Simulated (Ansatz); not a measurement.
# CdS, pressure series

Take CdS in the zinc blende structure (space group F-43m, No. 216; a = 5.879 Å) as the base.

Cell and atoms are relaxed at each pressure.

The values are results of r2SCAN in Ansatz (plane waves to 500 eV, PAW, no spin-orbit coupling), earlier PAW set, not measurements.

| pressure (GPa) | volume per atom (Å³/atom) |
|---|---|
| -1 | 25.842 |
| 0 | 25.400 |
| 3 | 24.287 |
| 7 | 23.126 |
| 15 | 21.438 |
| 30 | 19.374 |
| 50 | 17.627 |
| 75 | ? |
| 100 | 15.120 |

**Question.** Fit the third-order Birch–Murnaghan form P(V) = (3B₀/2)[(V₀/V)^(7/3) − (V₀/V)^(5/3)]·[1 + (3/4)(B₀′ − 4)((V₀/V)^(2/3) − 1)] (squares taken in P) to the rows shown and predict the withheld row.

**Answer.** Least squares on the printed values gives V₀ = 25.395 Å³/atom, B₀ = 61.2 GPa, B₀′ = 4.4; this predicts 16.164 Å³/atom, and the run gives 16.167 Å³/atom, 0.003 higher.

Load acts through the strain it causes; cell and atoms are relaxed under it. Whether these cells are dynamically stable was not tested. Tetrahedral semiconductors of this kind turn to denser phases somewhere between about 1 and 50 GPa; those were not computed, so compressed cells here can lie past the real transition.

Ansatz is a first-principles code.
